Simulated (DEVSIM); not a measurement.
System: Co/La2O3/SiO2/p-Si capacitor, at 300 K.

Layer 1 from the left is La2O3, thickness (nm) 8.90. Layer 2 from the left is SiO2, thickness (nm) 1.40. Layer 3 from the left is Si, thickness (nm) 15000, Na (cm⁻³) 1.5e15.

Metal gate on the left, work function 5 eV. Fixed charge at the semiconductor interface 0 cm⁻² (in units of +e); no interface traps.

The device is made up for the run: typed textbook-type constants, with dimensions and the other settings drawn at random. Values at 300 K.

La2O3: gap (eV) 5.8, affinity (eV) 1.8, permittivity 27. SiO2: gap (eV) 9, affinity (eV) 0.9, permittivity 3.9. Si: gap (eV) 1.124, affinity (eV) 4.05, permittivity 11.7, Nc (cm⁻³) 2.86e19, Nv (cm⁻³) 3.1e19.

Task: Estimate by hand the flat-band voltage, the threshold voltage, and compare with a numerical solution.

Result: 
- Flat-band voltage: C = 1.29 μF/cm², work-function difference 0.083 V; VFB = φms − qNf/C = 0.08 V; numerical 0.08 V.
- Threshold voltage: φF = 0.306 V, depletion charge √(4εqNφF) = 1.75e-8 C/cm²; VT = VFB + 2φF + Qd/C = 0.71 V; numerical 0.71 V.

DEVSIM, 1D Poisson equation in equilibrium, Boltzmann statistics, complete ionisation; no quantum confinement or tunnelling. Metal contacts follow the ideal Schottky-Mott rule: no Fermi-level pinning, no interface dipoles.
